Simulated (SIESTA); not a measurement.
Worked example: self-consistent single point of Pt (Fm-3m, 1 atom in the cell) in SIESTA.

Method: SIESTA with GGA PBEsol, numerical atomic orbitals DZP, PseudoDojo PBEsol standard norm-conserving potentials (rewritten from UPF to PSML).

```xyz
1
Lattice="0.0000 1.9541 1.9541 1.9541 0.0000 1.9541 1.9541 1.9541 0.0000" Properties=species:S:1:pos:R:3 pbc="T T T"
Pt     0.0000     0.0000     0.0000
```

Reference input (self-consistent single point, DFT, GGA PBEsol, numerical atomic orbitals DZP, PseudoDojo PBEsol standard norm-conserving potentials (rewritten from UPF to PSML)): XC.functional = GGA; XC.authors = PBEsol; potentials = PseudoDojo PBEsol standard; PAO.BasisSize = DZP; PAO.EnergyShift = 0.005 Ry; MeshCutoff = 400 Ry; kgrid.MonkhorstPack = 7 7 7; OccupationFunction = MP; OccupationMPOrder = 0; ElectronicTemperature = 0.1 eV; MaxSCFIterations = 150; SCF.Mixer.Method = Broyden. This run's input differs from it in these lines:

```diff
@@ -38,3 +38,6 @@
 SCF.Mixer.History            6
-SCF.DM.Tolerance             1.0E-05
+SCF.DM.Converge              false
+SCF.H.Converge               false
+SCF.FreeE.Converge           true
+SCF.FreeE.Tolerance          1.0E-12 eV
 Diag.ParallelOverK           true
```

Output (repeated stretches shortened):

```
        iscf     Eharris(eV)        E_KS(eV)     FreeEng(eV)     dDmax    Ef(eV) dHmax(eV)
   scf:    1    -3545.052447    -3550.592537    -3550.605300  0.851173 -0.658496  7.152871
   scf:    2    -3552.159342    -3551.429284    -3551.441769  0.317511 -1.471411  4.280216
   scf:    3    -3552.112096    -3551.907415    -3551.921701  0.415374 -2.696696  0.178426
   scf:    4    -3551.908891    -3551.908337    -3551.922723  0.013984 -2.657658  0.027877
   scf:    5    -3551.907120    -3551.907836    -3551.922557  0.012637 -2.646661  0.105272
   [... 141 lines left out ...]
   scf:  147    -3551.907973    -3551.907973    -3551.922815  0.000000 -2.684760  0.000000
   scf:  148    -3551.907973    -3551.907973    -3551.922815  0.000000 -2.684760  0.000000
   scf:  149    -3551.907973    -3551.907973    -3551.922815  0.000000 -2.684760  0.000000
   scf:  150    -3551.907973    -3551.907973    -3551.922815  0.000000 -2.684760  0.000000
SCF_NOT_CONV: SCF did not converge in maximum number of steps (required).
SCF_NOT_CONV: SCF did not converge in maximum number of steps (required).
Geom step, scf iteration, dDmax, dHmax:    0   150      0.000000     0.000000
Geom step, scf iteration, dDmax, dHmax:    0   150      0.000000     0.000000

ABNORMAL_TERMINATION
ABNORMAL_TERMINATION
Stopping Program from Node:    0
Stopping Program from Node:    0
```

The run ended unconverged after 150 iterations. 

The starting cell has typed, rounded lattice constants, without a prior relaxation at this level. Its lattice was rescaled by up to half a per cent. Values carry the incompleteness of an atom-centred basis.

Cost on one core of a shared machine: roughly 2 min.
